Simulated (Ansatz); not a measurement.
Response to strain in hypothetical cubic perovskite SrSnSe3

Start from SrSnSe₃ in the cubic perovskite structure (space group Pm-3m, No. 221; a = 5.271 Å; a hypothetical phase, not in the database extracts checked). Axes: x, y, z lie along the cube axes.

Strains are applied to the cell and any free atomic positions relax; under biaxial strain the out-of-plane vector relaxes too; under stress the whole cell relaxes.

The values are results of r2SCAN (Ansatz, a quantum-chemistry and plane-wave program), no spin-orbit coupling, not measurements.

Notes on the quantities. energy relative to the base: free energy F.

| case | shortest interatomic distance | energy relative to the base |
|---|---|---|
| base | 2.635 Å | 0 meV/atom |
| biaxial strain −2.96 %, plane normal [001], relaxed out of plane | 2.557 Å | +20 meV/atom |
| biaxial strain −0.78 %, plane normal [111], relaxed out of plane | … | +0.8 meV/atom |
| biaxial strain +1.75 %, plane normal [111], relaxed out of plane | 2.650 Å | +3.6 meV/atom |
| isotropic strain −3.67 % | 2.539 Å | … |
| uniaxial strain ε_xx = +1.89 % | 2.635 Å | … |
| uniaxial strain ε_xx = +3.96 % | 2.635 Å | +13 meV/atom |
| uniaxial stress, 0.5 GPa tension along x | 2.632 Å | +0.3 meV/atom |
| tensor shear ε_xz = −2.93 % | 2.635 Å | +4.8 meV/atom |

Problem. Some entries are withheld; estimate them.

Solution. 
- biaxial strain −0.78 %, plane normal [111], relaxed out of plane, shortest interatomic distance: 2.629 Å
- isotropic strain −3.67 %, energy relative to the base: +64 meV/atom
- uniaxial strain ε_xx = +1.89 %, energy relative to the base: +3.1 meV/atom

Without a gap, meshes like the base's 9×9×9 leave anisotropic stresses uncertain by several tenths of a GPa, and small strain energies with them. Beyond what the load breaks, stability against distortions was not tested. All final runs are without spin polarisation. Many cubic perovskites are stable only at high temperature; tilts and polar distortions were not tested.
